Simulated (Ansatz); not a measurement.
**Hypothetical P6_3/mmc SiS2: isotropic strain +1.67 %**

The reference is SiS2 in the 2H-MoS2 type structure (space group P6_3/mmc, No. 194; a = 3.2245 Å, c = 12.1532 Å; a hypothetical phase, not in the database extracts checked; layered, stacked along the Cartesian z axis).

Perturbation: every lattice vector is stretched by 1.67 %, atoms relaxed at fixed cell.

Computed with plane-wave PAW DFT at the r2SCAN+rVV10 level (Ansatz, a program for electronic structure, 500 eV), without spin-orbit coupling, earlier PAW set. Settings: 17×17×4 k-points, 0.05 eV Fermi–Dirac smearing.

```json
[
 {"quantity": "volume per atom", "base": "18.24 Å³", "changed": "19.17 Å³", "shift": "+0.93 Å³"},
 {"quantity": "space group", "base": "P6_3/mmc (No. 194)", "changed": "P6_3/mmc (No. 194)", "shift": "–"},
 {"quantity": "shortest interatomic distance", "base": "2.359 Å", "changed": "2.385 Å", "shift": "+0.026 Å"},
 {"quantity": "energy relative to the base (free energy F)", "base": "0 meV/atom", "changed": "+9.6 meV/atom", "shift": "+9.6 meV/atom"},
 {"quantity": "pressure (mean of the normal stresses, compression positive)", "base": "0.0 GPa", "changed": "-3.2 GPa", "shift": "-3.2 GPa"},
 {"quantity": "band gap", "base": "zero", "changed": "0.13 eV", "shift": "–"},
 {"quantity": "gap character", "base": "absent", "changed": "indirect, Γ → M", "shift": "–"},
 {"quantity": "valence-band top at Γ (three highest levels, from the VBM)", "base": "–", "changed": "0.00, 0.00, -0.08 eV", "shift": "–"},
 {"quantity": "largest internal atomic displacement", "base": "–", "changed": "0.022 Å", "shift": "–"}
]
```

Final structure:

```yaml
crystal:
  lattice:
    - [3.27834, 0.00000, 0.00000]
    - [-1.63917, 2.83913, 0.00000]
    - [0.00000, 0.00000, 12.35617]
  atoms:
    - { symbol: Si, position: [0.33333, 0.66667, 0.25000] }
    - { symbol: Si, position: [0.66667, 0.33333, 0.75000] }
    - { symbol: S, position: [0.33333, 0.66667, 0.63257] }
    - { symbol: S, position: [0.66667, 0.33333, 0.13257] }
    - { symbol: S, position: [0.66667, 0.33333, 0.36743] }
    - { symbol: S, position: [0.33333, 0.66667, 0.86743] }
```

Stability against distortions was not tested. The final runs are not spin-polarised. Gaps under 0.05 eV, about the width of the smearing, are given as zero. A zero or small gap of SiS2 can be the functional's error rather than a property of the material.
